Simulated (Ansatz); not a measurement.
Abridged Ansatz (a quantum-chemistry and plane-wave program) output:

```
Relaxation: its limit of steps is 50 (relax.max_steps)
Pseudopotential: Cs, paw, valence charge 9
Pseudopotential: Pb, paw, valence charge 14
Pseudopotential: Br, paw, valence charge 7
Crystal: 5 atoms, lattice volume = 209.937 Å³
Basis set: ecut = 420 eV, 4067 PW (Γ), exchange–correlation on 80×80×80 points (8 copies of the dense FFT grid, shifted against one another)
Bands: 27, of which v1, the nominal top of the filled ones, is band 22 counted from 1 (21 counted from 0)
Symmetry: 48 space group operations
k-points: 20 of 216
Functional: x = slater, c = lda
SCF iter   1: F=—  HF=-25194.849785 eV  |F-HF|=—  |Δ(HF+E_count)|=         —  Δρ=3.54e-3  dr2=1.99e-2  ethr=1.77e-3  ⟨swp⟩=7.8  Hψ=2866  notcnv=0
SCF iter   2: F=—  HF=-25194.844360 eV  |F-HF|=—  |Δ(HF+E_count)|=   5.42e-3  Δρ=1.93e-3  dr2=5.89e-3  ethr=4.51e-5  ⟨swp⟩=1.9  Hψ=861  notcnv=0  defer=2
SCF 1 converged in 8 iterations: F = -25194.843011 eV  dr2 = 3.31e-10
relax step   1: F+E_penalty+E_count = -25194.84301068 eV  Δ(F+E_penalty+E_count) = +0.000e0 eV  max|allowed force component| = 3.614e-29 eV/Å  Δτ_max = 0.0000 Å  (8 SCF iters, accepted)
SCF converged after 8 iterations
Free energy (F): -25194.843011 eV
Internal energy: -25194.843011 eV  (E = F + TS)
E sigma→0 (E₀):  -25194.843011 eV
Fermi energy:    3.686962 eV
--- Forces (eV/Å), atoms counted from 1 ---
  atom   1  Cs    -0.00000000     0.00000000     0.00000000
  atom   2  Pb     0.00000000     0.00000000     0.00000000
  atom   3  Br     0.00000000     0.00000000     0.00000000
  atom   4  Br     0.00000000    -0.00000000     0.00000000
  atom   5  Br    -0.00000000     0.00000000     0.00000000
--- Stress (GPa, compression-positive) ---
       -1.823837       0.000000       0.000000
       -0.000000      -1.823837      -0.000000
        0.000000      -0.000000      -1.823837
  P = ⅓ Tr σ = -1.8238 GPa (-18.238 kbar)
--- Relaxed structure (1 steps of the walk, 1 accepted, 0 SCFs on fresh bases) ---
  atoms:
    - { symbol: Cs, position: [0.0, 0.0, 0.0] }
    - { symbol: Pb, position: [0.5, 0.5, 0.5] }
    - { symbol: Br, position: [0.5, 0.0, 0.5] }
    - { symbol: Br, position: [0.0, 0.5, 0.5] }
    - { symbol: Br, position: [0.5, 0.5, 0.0] }
```

What was computed, and what are the main results?

CsPbBr3, 5 atoms in the cell, with Ansatz LDA, spin-orbit coupling left out. The last SCF converged to F = -25194.843011 eV, or -5038.9686 eV per atom, at a pressure of -1.82 GPa. The total energy compares only with runs of the same code, potentials and settings.

With Pb present, leaving out spin-orbit coupling can change the band edges. The cells carry an imposed strain or load. Whether these cells are dynamically stable was not tested. The cell was made from CsPbBr$_{3}$ in the cubic perovskite structure (space group Pm-3m, No. 221) by this change: isotropic strain +3.00 %. Many cubic perovskites are stable only at high temperature; tilts and polar distortions were not tested. This is not the structure that CsPbBr3 has at room temperature and ambient pressure.

Keys are those of Ansatz 0.2.
